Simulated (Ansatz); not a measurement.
F on the 1x1 (0001) surface of hcp Sc, one in a 1x1 cell, energies for each (9.5 Å²). Energies are against ½ F2(g), without zero-point or thermal terms; each row is named by its start.

Method: PBE (plane waves to 420 eV, PAW; Ansatz, a quantum-chemistry and plane-wave program).

**Question.** Which site binds most strongly?
A. hollow Sc-Sc-Sc
B. hollow Sc-Sc-Sc over Sc at depth 2.5 Å
C. top Sc

**Answer.** A, hollow Sc-Sc-Sc. Adsorption energies: hollow Sc-Sc-Sc -5.63 eV; hollow Sc-Sc-Sc over Sc at depth 2.5 Å -5.55 eV; top Sc -4.65 eV.
